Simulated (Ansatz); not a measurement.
## Ansatz run on BaTiO3 (P4mm, 5 atoms in the cell): self-consistent single point

Computed with PBE (plane waves, PAW; Ansatz, a quantum-chemistry and plane-wave program).

Input as run:

Ansatz 0.2 input:
```yaml
# BaTiO3
crystal:
  lattice:
    - [4.01200000, 0.00000000, 0.00000000]
    - [0.00000000, 4.01200000, 0.00000000]
    - [0.00000000, 0.00000000, 4.01200000]
  atoms:
    - { symbol: Ba, position: [0.00000000, 0.00000000, 0.01246300] }
    - { symbol: Ti, position: [0.50000000, 0.50000000, 0.50000000] }
    - { symbol: O, position: [0.50000000, 0.00000000, 0.50000000] }
    - { symbol: O, position: [0.00000000, 0.50000000, 0.50000000] }
    - { symbol: O, position: [0.50000000, 0.50000000, 0.00000000] }
basis:
  ecutwfc: 30.9 Ry
kpoints:
  mp_grid: { grid: [6, 6, 6] }
hamiltonian:
  xc: pbe
  pseudopotentials: { kind: paw }
scf:
  occupations: { method: fermi_dirac, width: 0.0007 Ry }
output:
  forces: true
  eigenvalues: true
  stress: true
```

Output (repeated stretches shortened):

```
WARN ansatz: RAYON_NUM_THREADS=1 ignored (pool sized by the plan → 1); use --threads N
Pseudopotentials: kind: paw
Pseudopotential: Ba, paw, valence charge 10
Pseudopotential: Ti, paw, valence charge 12
Pseudopotential: O, paw, valence charge 6
Crystal: 5 atoms, lattice volume = 64.578 Å³
Basis set: ecut = 420.4159175005146 eV, 1237 PW (Γ), exchange–correlation on 54×54×54 points (8 copies of the dense FFT grid, shifted against one another)
Bands: 25, of which v1, the nominal top of the filled ones, is band 20 counted from 1 (19 counted from 0)
Symmetry: 8 space group operations
Space group: P4mm (ITA 99), of the structure as read, at distance tolerance 4.0e-5 Å
k-points: 40 of 216 (time reversal used)
Initial density: superposition of atomic densities (neutral atoms: chi_scale 0, normalization atom), corrected by the library's trained network
Initial wavefunctions: pseudopotential atomic-orbital guess
Eigensolver: davidson
Functional: x = pbe(κ = 0.804, μ = 0.2195149727645171), c = pbe(β = 0.06672455060314922)
SCF iter   1: F=—  HF=-10159.558356 eV  |F-HF|=—  |Δ(HF+E_count)|=         —  Δρ=1.51e-3  dr2=7.45e-4  ethr=1.77e-3  ⟨swp⟩=6.4  Hψ=5060  notcnv=0
all-band conjugate gradients solve this SCF's bands
preconditioner: auto → Resta (q_TF=auto, 2.519 Å⁻¹)
SCF iter   2: F=—  HF=-10159.558634 eV  |F-HF|=—  |Δ(HF+E_count)|=   2.78e-4  Δρ=7.26e-4  dr2=1.83e-4  ethr=1.86e-6  ⟨swp⟩=2.0  Hψ=2269  notcnv=0  defer=34
SCF iter   3: F=—  HF=-10159.558764 eV  |F-HF|=—  |Δ(HF+E_count)|=   1.30e-4  Δρ=1.02e-4  dr2=1.18e-5  ethr=4.57e-7  ⟨swp⟩=2.1  Hψ=1431  notcnv=0  defer=35
SCF iter   4: F=—  HF=-10159.558010 eV  |F-HF|=—  |Δ(HF+E_count)|=   7.54e-4  Δρ=5.88e-5  dr2=2.97e-6  ethr=2.96e-8  ⟨swp⟩=2.0  Hψ=1878  notcnv=0  defer=35
SCF iter   5: F=—  HF=-10159.558010 eV  |F-HF|=—  |Δ(HF+E_count)|=   2.04e-7  Δρ=2.41e-5  dr2=2.14e-7  ethr=7.42e-9  ⟨swp⟩=2.6  Hψ=1724  notcnv=0  defer=35
SCF iter   6: F=-10159.558010 eV  HF=-10159.558010 eV  |F-HF|=3.89e-9  |Δ(HF+E_count)|=   1.32e-8  Δρ=6.98e-6  dr2=1.82e-8  ethr=2.50e-10  ⟨swp⟩=8.3  Hψ=4500  notcnv=0
SCF 1 converged in 6 iterations: F = -10159.558010 eV  dr2 = 1.82e-8
SCF converged after 6 iterations
Free energy (F): -10159.558010 eV
Harris-Foulkes:  -10159.558010 eV  (|F-HF|=3.89e-9)
Internal energy: -10159.558010 eV  (E = F + TS)
E sigma→0 (E₀):  -10159.558010 eV
Fermi energy:    11.100507 eV
--- Per-component energies (eV) ---
  E_band       = -144.328354
  E_kinetic    = 969.132360
  E_local      = -2102.906721  (includes V_loc(G=0)·N_el)
  E_nonlocal   = 203.371472
  E_hartree    = 820.302474
  E_xc         = -491.311247
  E_vxc        = -545.927668  (∫ρ·V_xc dr)
  E_paw        = -6744.312628  (= ΣΔE_a)
  E_vpaw       = -308.611753  (= ΣTr[D̂ρ^β])
  E_aug_tail   = 0.007359  (compensation charges beyond the density's cutoff)
  E_ewald      = -2813.841078
  E_smearing   = -0.000000  (= −TS)
  E_closure    = 0.000000  (closes the sum)
  Σ components = -10159.558010   (vs F -10159.558010, Δ=0.00e0)
--- Forces (eV/Å), atoms counted from 1 ---
  atom   1  Ba    -0.00000000     0.00000000    -0.28923407
  atom   2  Ti     0.00000000     0.00000000     0.16417234
  atom   3  O      0.00000000     0.00000000     0.03049975
  atom   4  O      0.00000000     0.00000000     0.03049975
  atom   5  O     -0.00000000     0.00000000     0.06406419
  max |Σ_I F_I| component: 1.95e-6 eV/Å
--- Stress (GPa, compression-positive) ---
        0.976039       0.000000       0.000000
        0.000000       0.976039       0.000000
       -0.000000       0.000000       0.944902
  P = ⅓ Tr σ = 0.9657 GPa (9.657 kbar)
  The stress holds the Pulay correction. Without it, at fixed plane waves, as pw.x and ABINIT print it: P = 0.4313 GPa
--- Band table (eV; the first three rows and the last of 40) ---
  k-point 0: bands = ["-46.3752", "-22.5919", "-22.5919", "-22.5913", "-14.4451", "-6.6243", "-5.9562", "-5.9540", "0.3620", "0.3620", "0.3672", "7.9357", "7.9387", "7.9387", "9.1017", "9.1024", "9.1024", "10.0873", "10.0887", "10.0887", "11.9948", [...]
  k-point 1: bands = ["-46.3750", "-22.6038", "-22.5914", "-22.5914", "-14.4163", "-6.6433", "-5.9483", "-5.9256", "0.4025", "0.4025", "0.4685", "7.5040", "7.8640", "7.8640", "8.8334", "8.8334", "8.8913", "9.4683", "9.9066", "9.9066", "12.0252", [...]
  k-point 2: bands = ["-46.3746", "-22.6286", "-22.5904", "-22.5904", "-14.3577", "-6.7617", "-5.9323", "-5.7692", "0.4866", "0.4866", "0.6675", "6.6665", "7.6376", "7.6376", "8.5011", "8.5011", "8.5254", "8.6350", "9.6402", "9.6402", "12.0878", [...]
  k-point 39: bands = ["-46.3728", "-22.6359", "-22.6359", "-22.6353", "-14.1867", "-5.7274", "-5.7274", "-5.7212", "-0.3414", "-0.3367", "-0.3367", "5.7718", "6.4208", "6.4225", "7.8637", "7.8637", "7.8654", "10.1966", "10.2017", "10.2017", [...]
```

The run converged in 6 iterations.

The starting cell has typed, rounded lattice constants, without a prior relaxation at this level. Its lattice was rescaled by up to half a per cent. One atom was moved a little off its site on purpose. Ansatz's pressure includes its estimate of the finite-basis (Pulay) stress. Without the estimate this run gives 0.43 GPa.
